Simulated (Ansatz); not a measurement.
Cost and result by functional for the surface energy of the (100) surface of rock-salt TiC in its 1x1 cell (cut with top plane C + Ti, bottom plane C + Ti), outermost plane spacing 2.17 Å in the ideal cut, in Ansatz (plane waves, PAW). Single points on the PBE structure, on one kind of machine; costs are rough ratios of the slab run's core time (references not counted) to the cheapest single point. r2SCAN's cost holds its higher cutoff (500 against 420 eV). Differences are taken against r2SCAN for comparison alone: no measured value is at hand, so the table doesn't rank accuracy.

Set-up: 12 atoms, C6Ti6, 10.8 Å thick at the start; mesh 12x12x1; 0.1 eV smearing; dipole correction on; all atoms relaxed; symmetry of the start imposed; no spin, no spin-orbit, no U. These notes are the PBE run's.

```tsv
functional	relative cost	surface energy (J/m²)	less r2SCAN (J/m²)
PBEsol	1	1.93	0.13
RPBE	1	1.40	-0.40
LDA	1	2.11	0.32
r2SCAN	3	1.79	0.00
PBE (the relaxed run's value)	–	1.63	-0.16
```

The values span 0.72 J/m², while the single points' costs differ by a factor of roughly 3. Differences are of unrounded values.

Ansatz is a quantum-chemistry and plane-wave program.
